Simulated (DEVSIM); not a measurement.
System: abrupt Si p-n junction, at 250 K.

Layer 1 from the left is Si, thickness (μm) 59.0, Na (cm⁻³) 1.1e15, τn (s) 0.00014, τp (s) 0.00014. Layer 2 from the left is Si, thickness (μm) 5.20, Nd (cm⁻³) 4.3e14, τn (s) 0.00014, τp (s) 0.00014.

Left contact: ohmic. Right contact: ohmic. Voltage is applied to the left contact. Recombination: SRH at mid-gap, radiative. Mobility is constant in doping.

The device is made up for the run: typed textbook-type constants, with dimensions and the other settings drawn at random. Values at 300 K; Nc and Nv go as T^1.5, mobilities as T to minus their exponent, the gap by Varshni's rule with the affinity fixed.

Si: gap (eV) 1.124, affinity (eV) 4.05, permittivity 11.7, Nc (cm⁻³) 2.86e19, Nv (cm⁻³) 3.1e19, μn (cm²/Vs) 1417, μp (cm²/Vs) 470, T exponent of μn 2.3, T exponent of μp 2.2, B (cm³/s) 4.7e-15, Varshni α (eV/K) 0.000473, Varshni β (K) 636.

### Question
Estimate by hand the built-in potential, the peak field at zero bias, the capacitance at -3 V, and compare with a numerical solution.

### Answer

- Built-in potential: ni = √(Nc Nv) exp(−Eg/2kT) = 8.01e7 cm⁻³ with Eg = 1.136 eV; Vbi = kT/q ln(Na Nd/ni²) = 0.688 V; numerical 0.688 V.
- Peak field at zero bias: depletion approximation: W = √(2εVbi/(qN)) = 1.70 μm with N = 3.09e14 cm⁻³; field = 2Vbi/W = 8110 V/cm; numerical 7850 V/cm (estimate above by 3.3 %).
- Capacitance at -3 V: C = √(qεN / 2(Vbi + |V|)) = 2.64 nF/cm²; numerical 2.65 nF/cm² (estimate below by 0.57 %).

Model (solved in DEVSIM): 1D drift-diffusion, Boltzmann statistics, complete ionisation; no tunnelling, impact ionisation, image-force lowering or self-heating.
